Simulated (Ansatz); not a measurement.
Effect of tensor shear ε_xy = +0.86 % on Cs

Take Cs in the bcc (W type) structure (space group Im-3m, No. 229; a = 6.0072 Å; relaxed with 0.1 eV smearing) as the base. Axes: x, y, z lie along the cube axes.

One thing is altered: a pure shear with ε_xy = ε_yx = 0.0086; the atoms relax in the strained cell.

The values are results of plane-wave PAW DFT at the PBEsol level (Ansatz, a first-principles code, 420 eV), scalar-relativistic without spin-orbit coupling, not measurements. k-mesh 16×16×16 (Γ-centred); smearing 0.1 eV (Fermi–Dirac).

- Volume per atom: 108.38 Å³ (base 108.39 Å³)
- Space group: Fmmm (No. 69) (base Im-3m (No. 229))
- Energy relative to the base (free energy F): +0.2 meV/atom
- Band gap: zero (base zero)
- Stress (xx, yy, zz, yz, xz, xy; compression positive): (0.0, 0.0, 0.0, 0.0, 0.0, 0.0) GPa

Final structure:

```
Cs
1.0
   -2.97775     2.97775     3.00358
    2.97775    -2.97775     3.00358
    3.02941     3.02941    -3.00358
Cs
1
Direct
  0.00000   0.00000   0.00000
```

Whether these cells are dynamically stable was not tested. All final runs are without spin polarisation.
